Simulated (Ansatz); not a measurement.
Given:

```xyz
4
Lattice="3.0517 0.0000 0.0000 -1.5258 2.6428 0.0000 0.0000 0.0000 4.8567" Properties=species:S:1:pos:R:3 pbc="T T T"
Al     0.0000     1.7619     4.8527
Al     1.5258     0.8809     2.4244
N      0.0000     1.7619     1.8593
N      1.5258     0.8809     4.2876
```

No spin polarisation.

Method: PBEsol (Ansatz, a quantum-chemistry and plane-wave program, PAW, scalar-relativistic without spin-orbit coupling). k-mesh 12×12×7 (Γ-centred); smearing 0.05 eV (Fermi–Dirac).

Predict the gap character, valence-band top at Γ and electron mass.

The gap character comes out as direct at Γ, the valence-band top at Γ (three highest levels, from the VBM) is 0.00, -0.31, -0.31 eV and the electron mass is 0.32 mₑ (at Γ).

Load acts through the strain it causes; cell and atoms are relaxed under it. Effective masses come from finite differences of ±0.01 Å⁻¹. No phonon test of stability was made. Measured, AlN leaves this structure (for rock salt) near 14 GPa (temperature not stated; as listed in Datta, Sujoy, Jana, Debnarayan, arXiv (2020)), on rising pressure, with hysteresis. The cell was made from AlN in the wurtzite structure (space group P6_3mc, No. 186) by this change: pressure 15 GPa.
